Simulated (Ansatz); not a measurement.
What Ta → Hf does to TaN

Take TaN in the rock salt structure (space group Fm-3m, No. 225; a = 4.4161 Å) as the base.

It is then changed as follows: full substitution Ta → Hf; the structure is relaxed again.

The values are results of Ansatz (an electronic-structure program) PBE, without spin-orbit coupling, earlier PAW set, not measurements. Γ-centred 18×18×18 mesh, Fermi–Dirac width 0.05 eV.

The volume per atom increases by 0.99 Å³ (10.77 Å³ → 11.76 Å³) and the density falls by 1.445 g/cm³ (15.04 g/cm³ → 13.59 g/cm³). The lattice parameter a goes up by 0.132 Å (4.416 Å → 4.548 Å) and the space group stays Fm-3m (No. 225). The shortest interatomic distance goes up by 0.066 Å (2.208 Å → 2.274 Å) and the band gap stays zero.

Whether these cells are dynamically stable was not tested. All final runs are without spin polarisation. An odd electron count without spin: HfN. This is not the structure that TaN has at room temperature and ambient pressure.
